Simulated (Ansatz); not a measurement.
An Ansatz (an electronic-structure program) run: Y with a change (Y → Rb); Ansatz r2SCAN, spin-orbit coupling left out.

Input:

Ansatz 0.2 input:
```yaml
crystal:
  lattice:
    - [5.1122112999, 0, 0]
    - [-2.55610565, 4.4273048552, 0]
    - [0, 0, 8.4422546885]
  atoms:
    - { symbol: Rb, position: [0.3333333333, 0.6666666667, 0.75] }
    - { symbol: Rb, position: [0.6666666667, 0.3333333333, 0.25] }
basis: { ecutwfc: 500, ecutrho_ratio: 4, xc_grid: 4, fft_grid_basis: typed }
kpoints: { mp_grid: { grid: [11, 11, 6] } }
hamiltonian:
  xc: r2scan
  dispersion: none
  pseudopotentials: { kind: paw }
scf: { occupations: { method: fermi_dirac, width: 0.05 }, convergence: { dr2_threshold: 0.0000000002 } }
output: { forces: true, stress: true }
checkpoint: { write: state.ck, write_every: 1000 }
```

Output (explanatory and most iteration lines left out):

```
Pseudopotential: Rb, paw, valence charge 9
Crystal: 2 atoms, lattice volume = 191.076 Å³
Basis set: ecut = 500 eV, 4819 PW (Γ), exchange–correlation on 160×160×256 points (64 copies of the dense FFT grid, shifted against one another)
Bands: 13, of which v1, the nominal top of the filled ones, is band 9 counted from 1 (8 counted from 0)
Symmetry: 24 space group operations
Space group: P63/mmc (ITA 194), of the structure as read, at distance tolerance 5.8e-5 Å
k-points: 64 of 726
Functional: x = r2scan, c = r2scan; τ floored in thin density (d = 2e-4 eV/Å³)
SCF iter   1: F=—  HF=-6555.986689 eV  |F-HF|=—  |Δ(HF+E_count)|=         —  Δρ=2.24e-3  dr2=4.49e-3  dr2_τ=1.06e-3  ethr=1.77e-3  ⟨swp⟩=7.9  Hψ=5930  notcnv=0
SCF iter   2: F=—  HF=-6555.994176 eV  |F-HF|=—  |Δ(HF+E_count)|=   7.49e-3  Δρ=1.48e-3  dr2=2.27e-3  dr2_τ=1.45e-4  ethr=2.49e-5  ⟨swp⟩=2.4  Hψ=2169  notcnv=0
SCF 1 converged in 10 iterations: F = -6555.997678 eV  dr2 = 1.52e-10
SCF converged after 10 iterations
Free energy (F): -6555.997678 eV
Internal energy: -6555.981720 eV  (E = F + TS)
E sigma→0 (E₀):  -6555.989699 eV
Entropy (-TS):   -0.015957 eV (-7.979 meV/atom)
Fermi energy:    1.817636 eV
--- Forces (eV/Å), atoms counted from 1 ---
  atom   1  Rb    -0.00000000     0.00000000     0.00000000
  atom   2  Rb     0.00000000    -0.00000000     0.00000000
--- Stress (GPa, compression-positive) ---
       -0.002142      -0.000000       0.000000
       -0.000000      -0.002142       0.000000
        0.000000       0.000000      -0.002089
  P = ⅓ Tr σ = -0.0021 GPa (-0.021 kbar)
```

Whether these cells are dynamically stable was not tested. The cell was made from Y by this change: Y → Rb; the result is a model cell, its experimental status unchecked. This is not the structure that Rb has at room temperature and ambient pressure.
